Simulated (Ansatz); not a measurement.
**Ti, response to strain**

Start from Ti in the hcp (Mg type) structure (space group P6_3/mmc, No. 194; a = 2.936 Å, c = 4.640 Å; relaxed with 0.1 eV smearing). Axes: x lies along a and z along c of the hexagonal cell.

Strains are applied to the cell and any free atomic positions relax.

Calculations: r2SCAN (Ansatz, a program for electronic structure), no SOC.

Notes on the quantities. energy relative to the base: free energy F.

```
change                       energy relative to the base  shortest interatomic distance
---------------------------  ---------------------------  -----------------------------
base                                          0 meV/atom                        2.874 Å
tensor shear ε_xz = +0.57 %                +0.3 meV/atom                        2.860 Å
tensor shear ε_xz = +2.00 %                +4.1 meV/atom                        2.826 Å
tensor shear ε_xz = +1.43 %                +2.1 meV/atom                        2.840 Å
tensor shear ε_xz = +0.86 %                +0.8 meV/atom                        2.853 Å
tensor shear ε_xz = +1.14 %                +1.3 meV/atom                        2.847 Å
tensor shear ε_xz = +1.71 %                +3.0 meV/atom                        2.833 Å
tensor shear ε_xz = +0.29 %                +0.1 meV/atom                        2.867 Å
```

Whether these cells are dynamically stable was not tested. All final runs are without spin polarisation.
